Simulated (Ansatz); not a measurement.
Given:

```
CELL_PARAMETERS angstrom
      2.32913     1.34472     4.23275
     -2.32913     1.34472     4.23275
      0.00000    -2.68945     4.23275
ATOMIC_POSITIONS crystal
  Al 0.64812 0.64812 0.64812
  Al 0.14812 0.14812 0.14812
  Al 0.35188 0.35188 0.35188
  Al 0.85188 0.85188 0.85188
  O  0.75000 0.44360 0.05640
  O  0.05640 0.75000 0.44360
  O  0.25000 0.55640 0.94360
  O  0.55640 0.94360 0.25000
  O  0.94360 0.25000 0.55640
  O  0.44360 0.05640 0.75000
```

No spin polarisation.

Calculations: Kohn–Sham DFT with the LDA functional, run in Ansatz (a quantum-chemistry and plane-wave program) with PAW and 420 eV plane waves, scalar-relativistic without spin-orbit coupling. Settings: 9×9×9 k-points, 0.05 eV Fermi–Dirac smearing.

Estimate the band gap.

7.01 eV.

What is the computed gap character?

Direct at Γ.

What electron mass does the calculation give?

0.46 mₑ along c, 0.41 mₑ across (at Γ).

Predict the pressure (mean of the normal stresses, compression positive).

127.7 kbar.

The cells carry an imposed strain or load. Effective masses come from finite differences of ±0.01 Å⁻¹. Whether these cells are dynamically stable was not tested. The cell was made from Al$_{2}$O$_{3}$ in the corundum structure (space group R-3c, No. 167) by this change: isotropic strain −1.50 %.
